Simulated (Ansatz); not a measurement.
The starting structures come from a database of crystals and need not be the phases stable at ambient conditions.

 Where the default PAW files enter, the runs use the earlier of Ansatz's two default sets.

Tunnelling through a barrier is set by its complex band structure: the current falls as exp(−2κd) with the smallest κ.

Data:

```
CELL_PARAMETERS angstrom
      4.24240     0.00000     0.00000
      2.12120     3.67402     0.00000
      2.12120     1.22467    27.32429
ATOMIC_POSITIONS crystal
  Cd 0.10415 0.10415 0.68755
  Cd 0.52084 0.52084 0.43749
  Cd 0.35418 0.35418 0.93746
  Cd 0.93752 0.93752 0.18745
  I  0.16640 0.16640 0.50080
  I  0.87528 0.87528 0.37416
  I  0.24974 0.24974 0.25078
  I  0.41638 0.41638 0.75086
  I  0.62529 0.62529 0.12412
  I  0.70863 0.70863 0.87411
  I  0.99974 0.99974 0.00077
  I  0.79194 0.79194 0.62419
```

Space group of this cell: R3m. The cell was relaxed by PBE-D3(BJ); by PBEsol its mean pressure is -0.7 GPa.

Transport runs along the normal of the first two printed cell vectors, the (001) plane of the conventional cell.

The gap is the functional's own. No spin-orbit coupling. Mid-gap values are interpolated on the energy grid.

Task: Give the band gap and the smallest decay constant κ at mid-gap that PBEsol (Ansatz, an electronic-structure program) yields.

Result: Gap 2.13 eV on a 8×8×8 mesh; κ = 0.173 1/Å, at the zone centre.
